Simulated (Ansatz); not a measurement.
Levels about the gap of amorphous silicon carbide (Si24C40) (64 atoms in a cell of 638 Å³, 3.00 g/cm³; zone centre alone, so wide bands show as single levels with stretches between that a denser mesh fills), at the geometry that PBE relaxed, where it gives 0.7 GPa on a denser mesh. The participation number counts the atoms over which a state spreads; weights are charges in smoothed Voronoi cells. The levels come from a single point, so bond lengths are those of that geometry. Method of the levels: PBE, scalar-relativistic without spin-orbit coupling (Ansatz, a first-principles code). Sampling: the zone centre alone; Fermi-Dirac width 0.05 eV; no spin polarisation.

Preparation: random packing, a CHGNet melt and quench, and a DFT relaxation. The hot cell started wider than the set density and was brought back towards it in steps. It is the lowest in DFT energy of 2 quenches. It is a model cell: composition and starting density were chosen by hand, and all elements were melted together. No dispersion term was used. A short ab initio anneal came between quench and relaxation. Its density started from a set value of 3.00 and ended at 3.00 g/cm³. The quench (nominally 430 K/ps over its main leg) was far faster than any real one, so the model tends to hold more defects than a real film. One small periodic cell is one sample of the glass; other quenches scatter about these values. The volume was held where the preparation left it and the shape relaxed, at a PBE pressure of 0.7 GPa. Stress components on the final sampling reach 1.0 GPa. On a 2×2×2 Γ-centred mesh force components of up to 0.29 eV/Å stay, since the relaxation ran on one k-point at (1/4, 1/4, 1/4).

```tsv
E - E(highest filled), eV	filling	participation number	largest on	weight C	weight Si
-1.31	filled	29.0	C, 4 neighbours	0.69	0.31
-1.23	filled	34.1	C, 4 neighbours	0.61	0.39
-0.96	filled	42.4	Si, 4 neighbours	0.65	0.35
-0.88	filled	29.5	C, 3 neighbours	0.68	0.32
-0.44	filled	32.9	C, 3 neighbours	0.69	0.31
-0.20	filled	26.6	C, 3 neighbours	0.63	0.37
0.00	filled	28.5	C, 3 neighbours	0.68	0.32
0.64	empty	17.9	C, 3 neighbours	0.60	0.40
0.69	empty	31.3	C, 3 neighbours	0.62	0.38
0.82	empty	16.5	C, 3 neighbours	0.71	0.29
1.03	empty	28.2	C, 3 neighbours	0.73	0.27
1.36	empty	39.3	C, 3 neighbours	0.57	0.43
1.48	empty	39.3	Si, 4 neighbours	0.54	0.46
1.85	empty	37.2	C, 3 neighbours	0.55	0.45
```

Most localised among these is the empty level at +0.82 eV, on a C atom, which has 3 neighbours (C 1.46 Å, C 1.48 Å, C 1.51 Å).
